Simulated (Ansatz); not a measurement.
Given:

```
ZnSe
1.0
    0.00000     2.78988     2.78988
    2.78988     0.00000     2.78988
    2.78988     2.78988     0.00000
Zn Se
1 1
Direct
  0.00000   0.00000   0.00000
  0.75000   0.75000   0.75000
```

The numbers are results of PBEsol with spin-orbit coupling, rigid bands (plane waves, PAW; Ansatz, a program for electronic structure), not measurements. Condition of this run: hydrostatic pressure 2 GPa (the target of the relaxation). Cell: cell and atoms relaxed with PBEsol, then loaded as said.

### Question
What conductivity effective mass do dilute holes have at 300 K?

### Answer
0.63 mₑ.

### Question
Predict the electron conductivity mass (n e² τ/σ) at 300 K, by direction if it differs.

### Answer
0.106 mₑ.

### Question
And the band gap?

### Answer
1.23 eV at this level; semilocal functionals usually fall short of the measured gap.

Rigid bands, one relaxation time for all states, no polarons.
